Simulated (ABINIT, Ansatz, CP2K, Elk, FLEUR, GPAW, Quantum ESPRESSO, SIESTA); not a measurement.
**Code comparison for BaHfO3 (Pm-3m, 5 atoms in the cell)**

Self-consistent single point.

```
BaHfO3
1.0
    4.12246     0.00000     0.00000
    0.00000     4.12246     0.00000
    0.00000     0.00000     4.12246
Ba Hf O
1 1 3
Cartesian
  0.00000   0.00000   0.00000
  2.06123   2.06123   2.06123
  2.06123   0.00000   2.06123
  0.00000   2.06123   2.06123
  2.06123   2.06123   0.00000
```

All programs got the same cell, k-point mesh and kind of occupations (in Ansatz's words: kpoints.mp_grid.grid = 6 6 6; scf.occupations.method = fermi_dirac; scf.occupations.width = 0.02 eV); potentials, basis and cutoffs are each program's usual ones.

```tsv
code	model	pressure (GPa)	gap on the mesh (eV)	k-points	cutoff
Ansatz	PBE, default PAW files	10.16	3.744	20	420 eV
GPAW	PBE, GPAW PAW datasets PBE (gpaw-data 1.0.1)	–	3.666	20	900 eV
SIESTA	GGA PBE, numerical atomic orbitals DZP, PseudoDojo PBE standard norm-conserving potentials (rewritten from UPF to PSML)	11.51	3.693	132	grid 400 Ry
CP2K	PBE, GPW, DZVP-MOLOPT-SR-GTH basis, GTH-PBE potentials (GTH_POTENTIALS)	8.07	3.627	112	grid 500 Ry
Elk	PBE, all-electron FP-LAPW, Elk's shipped species files, default APW+lo basis	–	3.684	20	rgkmax 7
Quantum ESPRESSO	PBE, PSlibrary PAW (PBE) pseudopotentials	6.43	3.733	20	55 Ry
FLEUR	PBE, all-electron FLAPW (FLEUR), scalar-relativistic valence	–	3.760	20	Kmax 4.7 1/bohr
ABINIT	PBE, PAW (JTH v2.0 PBE PAW)	10.01	3.666	20	24 Ha
```

A dash marks a value that a program does not give, or that is left out as unsure.

Gaps are read on the mesh.

The spread over the programs that give each value: pressure within 5.08 GPa; gap on the mesh within 0.133 eV.

The starting cell has typed, rounded lattice constants, without a prior relaxation at this level. Its lattice was rescaled by a random factor within 2.5 % of one. On Ansatz's run: Spin-orbit coupling is off. In the base run, with a pressure of about 11 GPa the cell is away from its equilibrium volume at this level.

Why do the programs differ, and what cannot be compared?

Differences of this kind can come from the potentials, where these differ, and from what each basis and cutoff leave unconverged. The valence holds different numbers of electrons (Ansatz (a quantum-chemistry and plane-wave program) 54, GPAW 40, SIESTA 40, CP2K 40, Quantum ESPRESSO 40, FLEUR 54, ABINIT 40). The zero of total energies and Fermi levels follows the potentials and each program's conventions, so they are not compared here. SIESTA and CP2K use small atom-centred bases, whose incompleteness enters pressures, forces and empty levels differently from a plane-wave cutoff. Elk and FLEUR treat all electrons, but the usual bases taken here (sphere radii, linearisation, local orbitals, empty states) were not tested for convergence, so the values are no reference for the others. Ansatz's pressure is given at a fixed set of plane waves, as the other plane-wave codes print theirs; with its correction for the finite basis it is 10.69 GPa (the shift of 0.54 GPa shows how far the cutoff is from converged). The pressure of GPAW is left out: its cutoff lies under the one at which its stress was checked. The programs reduce the same mesh by symmetry to different extents, which changes the work and not the result. In the pressure, SIESTA (by 1.50), CP2K (by 1.94) and Quantum ESPRESSO (by 3.58) lie more than 1 GPa from the median of the plane-wave programs.

Keys are those of Ansatz 0.2.
